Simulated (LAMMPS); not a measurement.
LAMMPS 22 Jul 2025, classical MD, MEAM (library.meam): Si, 1963 atoms.

- task = MD, nve
- potential = MEAM, library.meam
- copies of the repeat unit = 8×8×8
- shape (slab and sphere leave vacuum in the box) = sphere
- temperature = 800 K
- steps = 1500
- timestep = 1 fs
- neighbor skin = 2 Å
- neigh_modify = every 1 delay 0 check yes
- thermo = 100
- newton = on (default)
- atom_modify sort (bins of 2 Å where set) = 1000 (default)
- comm_style = brick (default)
- box = 86.9 × 86.9 × 86.9 Å, the particle off centre in vacuum
- start = generated diamond lattice, warmed in an untimed run
- compared values = energy and forces of the first step, drift over the run

Hardware: Arm Neoverse V2, 96 cores on 1 socket, no SMT, 1 L3 cache group.

Wall times, medians of two to five repeats, each run alone on the node (launch to exit). Processes are pinned to neighbouring cores unless said otherwise. The times hold for this build (PyPI wheel: MPICH, OPENMP and OPT packages). Scratch files lie in a memory file system. A preparatory run goes ahead and isn't timed.

Started as
```bash
# ahead of the timed run: OMP_NUM_THREADS=1 mpirun -np 48 lmp -in in.warm -log none -nocite
OMP_NUM_THREADS=1 mpirun -np 64 lmp -in in.lmp -log log.lammps -nocite
```
(64 ranks, balance = none (default)) it takes 0.95 s and 22 neighbour list builds.

Q: Estimate the wall time with balance = balance 1.05 shift xyz 20 1.02.

A: About 0.47 s (3 runs within 2 %): 2.0× as fast. The largest move is in other (Other): 0.41 s to 0.011 s. The slowest rank's pair time is 2.21 times the mean in the first run and 1.07 times in the second; the others wait. Change in the result: energy equal as printed, forces on 48 atoms equal as printed, drift of the total energy equal as printed.
